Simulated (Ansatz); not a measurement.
# A computed series for hypothetical diamond Se: pressure series

Take Se in the diamond structure (space group Fd-3m, No. 227; a = 6.223 Å; a hypothetical phase, not in the database extracts checked) as the base.

Cell and atoms are relaxed at each pressure.

All numbers come from Ansatz (a quantum-chemistry and plane-wave program) PBEsol, no spin-orbit coupling.

```json
[
 {"pressure (GPa)": "-1", "volume per atom (Å³/atom)": "30.859"},
 {"pressure (GPa)": "0", "volume per atom (Å³/atom)": "30.120"},
 {"pressure (GPa)": "0.3", "volume per atom (Å³/atom)": "29.918"},
 {"pressure (GPa)": "0.7", "volume per atom (Å³/atom)": "29.658"},
 {"pressure (GPa)": "1.5", "volume per atom (Å³/atom)": "?"},
 {"pressure (GPa)": "3", "volume per atom (Å³/atom)": "28.353"},
 {"pressure (GPa)": "5", "volume per atom (Å³/atom)": "27.415"},
 {"pressure (GPa)": "7.5", "volume per atom (Å³/atom)": "26.418"},
 {"pressure (GPa)": "10", "volume per atom (Å³/atom)": "25.563"}
]
```

Question: Fit the third-order Birch–Murnaghan form P(V) = (3B₀/2)[(V₀/V)^(7/3) − (V₀/V)^(5/3)]·[1 + (3/4)(B₀′ − 4)((V₀/V)^(2/3) − 1)] (squares taken in P) to the rows shown and predict the withheld row.

Answer: Least squares on the printed values gives V₀ = 30.123 Å³/atom, B₀ = 44.0 GPa, B₀′ = 4.0; this predicts 29.174 Å³/atom, and the run gives 29.175 Å³/atom, in agreement.

Load acts through the strain it causes; cell and atoms are relaxed under it. Stability against distortions was not tested. Competing high-pressure phases were not computed.
